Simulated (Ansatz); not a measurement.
Results of LDA (PAW; Ansatz, a program for electronic structure) for LiNbO3 (R-3c, No. 167, 10 atoms in the cell; start mp-552588; high-temperature phase).

Numerical settings: plane-wave cutoff 500 eV, 10×10×10 k mesh, gaussian smearing 0.02 eV, no spin polarisation, scalar-relativistic PAW data made under PBE.

Cell (relaxed at this level):

```
LiNbO3
1.0
    2.56209     1.47922     4.51889
   -2.56209     1.47922     4.51889
    0.00000    -2.95845     4.51889
Li Nb O
2 2 6
Cartesian
  0.00000   0.00000   3.38917
  0.00000   0.00000  10.16751
  0.00000   0.00000   6.77834
  0.00000   0.00000   0.00000
 -0.63845  -1.47922   5.64862
  0.63845   1.47922   7.90806
  1.60027   0.18670   5.64862
 -1.60027  -0.18670   7.90806
 -0.96182   1.29253   5.64862
  0.96182  -1.29253   7.90806
```

**Question.** Predict the band gap.

**Answer.** 
band gap: 2.64 eV (on the SCF k mesh)

Note: the relaxation could not lower the start's symmetry, so the cell can be a saddle point above a distorted one.

Spin–orbit coupling is not included.

The computed numbers hold no vibrational or temperature effects.

Cost on a shared machine: around 2.3 core-minutes (rough).

A start named mp-… is a Materials Project structure, which need not be a measured phase.
